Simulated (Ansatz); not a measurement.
## Pressure series in Cu

Base system: Cu in the fcc (Cu type) structure (space group Fm-3m, No. 225; a = 3.5768 Å).

Cell and atoms are relaxed at each pressure.

Computed with r2SCAN (Ansatz, an electronic-structure program; PAW; 500 eV plane waves; no SOC).

Notes on the quantities. enthalpy: H = E + PV relative to the base's energy.

```csv
change,shortest interatomic distance,enthalpy,density
base,2.529 Å,–,9.22 g/cm³
pressure −2 GPa,2.540 Å,-0.14 eV/atom,9.11 g/cm³
pressure −1 GPa,2.534 Å,-0.07 eV/atom,9.17 g/cm³
pressure 0.9 GPa,2.525 Å,+0.06 eV/atom,9.27 g/cm³
pressure 2.1 GPa,2.519 Å,+0.15 eV/atom,9.34 g/cm³
pressure 4.5 GPa,2.508 Å,+0.32 eV/atom,9.46 g/cm³
pressure 9 GPa,2.488 Å,+0.63 eV/atom,9.68 g/cm³
pressure 15 GPa,2.466 Å,+1.03 eV/atom,9.95 g/cm³
pressure 22.5 GPa,2.442 Å,+1.52 eV/atom,10.25 g/cm³
pressure 30 GPa,2.420 Å,+1.99 eV/atom,10.52 g/cm³
```

Load acts through the strain it causes; cell and atoms are relaxed under it. Stability against distortions was not tested. Competing high-pressure phases were not computed. The final runs are not spin-polarised.
